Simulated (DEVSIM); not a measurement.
System: isotype n-n heterojunction In0.52Al0.48As/In0.53Ga0.47As, at 400 K.

| layer (left to right) | material | thickness (μm) | Nd (cm⁻³) | τn (s) | τp (s) |
|---|---|---|---|---|---|
| 1 | In0.52Al0.48As | 0.180 | 4.5e16 | 6.3e-10 | 6.3e-10 |
| 2 | In0.53Ga0.47As | 0.530 | 9e16 | 6.3e-10 | 6.3e-10 |

Left contact: ohmic. Right contact: ohmic. Voltage is applied to the left contact. Recombination: SRH at mid-gap, Auger. Mobility is μmin + (μ − μmin)/(1 + (N/Nref)^α).

The device is made up for the run: typed textbook-type constants, with dimensions and the other settings drawn at random. Values at 300 K; Nc and Nv go as T^1.5, mobilities as T to minus their exponent, the gap by Varshni's rule with the affinity fixed.

| parameter | In0.52Al0.48As | In0.53Ga0.47As |
|---|---|---|
| gap (eV) | 1.45 | 0.74 |
| affinity (eV) | 4 | 4.51 |
| permittivity | 12.5 | 13.9 |
| Nc (cm⁻³) | 5.1e17 | 2.1e17 |
| Nv (cm⁻³) | 1.1e19 | 7.7e18 |
| μn (cm²/Vs) | 4000 | 12000 |
| μp (cm²/Vs) | 75 | 300 |
| μn,min | 800 | 300 |
| μp,min | 10 | 10 |
| Nref,n | 3e16 | 1.3e17 |
| Nref,p | 1e17 | 4.9e17 |
| αn | 1.1 | 0.48 |
| αp | 0.6 | 0.4 |
| T exponent of μn | 1.5 | 1.6 |
| T exponent of μp | 1.5 | 1.6 |
| Cn (cm⁶/s) | 1e-30 | 5e-29 |
| Cp (cm⁶/s) | 1e-30 | 5e-29 |
| Varshni α (eV/K) | 0.00042 | 0.00035 |
| Varshni β (K) | 180 | 190 |

Model (solved in DEVSIM): 1D drift-diffusion, Boltzmann statistics, complete ionisation; no tunnelling, impact ionisation, image-force lowering or self-heating. Band offsets follow the typed affinities; no thermionic-emission limit at abrupt steps, no polarisation charge.

Problem. Give the dark forward current.

Solution. 
(V (V), J (A/cm²)): (0.05, 8.7); (0.20, 17); (0.35, 23); (0.50, 30); (0.65, 37); (0.80, 46); (0.95, 55); (1.10, 65); (1.25, 77); (1.40, 89); (1.55, 100); (1.70, 120); (1.85, 140); (2.00, 150)
